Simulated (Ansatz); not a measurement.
The starting structures come from a database of crystals and need not be the phases stable at ambient conditions.

```
CELL_PARAMETERS angstrom
      9.29967     0.00000     0.00000
      3.73920     8.51483     0.00000
      1.85349    -4.86261     2.71906
ATOMIC_POSITIONS crystal
  Ba 0.33333 0.00112 0.33445
  Ba 0.66667 0.99888 0.66555
  Ba 0.00000 0.00000 0.00000
  Nb 0.66667 0.51059 0.17726
  Nb 0.33333 0.48941 0.82274
  Zn 0.00000 0.50000 0.50000
  O  0.17199 0.50352 0.67551
  O  0.82801 0.49648 0.32449
  O  0.17199 0.50352 0.15954
  O  0.82801 0.49648 0.84046
  O  0.65602 0.01949 0.19148
  O  0.34398 0.98051 0.80852
  O  0.50000 0.50000 0.50000
  O  0.00000 0.00000 0.50000
  O  0.50000 0.50000 0.00000
```

Space group of this cell: P-3m1. The cell is taken as given; by r2SCAN its mean pressure is -6.8 GPa.

Transport runs along the normal of the first two printed cell vectors, the (111) plane of the conventional cell.

No gap correction and no spin-orbit coupling; mid-gap values are interpolated between computed energies.

Q: Estimate the band gap and the smallest decay constant κ at mid-gap that Ansatz (a quantum-chemistry and plane-wave program) with r2SCAN returns for this system.

A: Gap 3.20 eV on a 12×12×12 mesh; κ = 0.344 1/Å, at (0.500, 0.500) of the in-plane reciprocal vectors. At the zone centre, at the nearest computed energy, the slowest state has κ = 0.36 1/Å.
